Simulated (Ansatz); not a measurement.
GaP (F-43m), PBEsol, rigid bands (Ansatz, an electronic-structure program): N_v = 4.32e19 cm⁻³ at 300 K and a hole conductivity mass of 0.411 mₑ.

### Question
For 1e17 holes per cm³ at 300 K, place the Fermi level, estimate the Seebeck coefficient of a parabolic band with constant τ, and give mobility and conductivity for τ = 50 fs.

### Answer
The level lies k_BT ln(N_v/p) = 0.157 eV above the valence-band maximum. S ≈ +(k_B/e)[ln(N_v/p) + 5/2] = 738 μV/K, against 734 μV/K from the full bands (mean over directions). μ = eτ/m = 214 cm²/(V·s) and σ = peμ = 3.43 S/cm. τ is assumed, not computed.

Band transport and this doping are assumed; polarons and phonon drag are left out. Spin-orbit coupling is left out; where it splits the top of the valence band, N_v and the p-type Seebeck coefficient come out somewhat high without it.
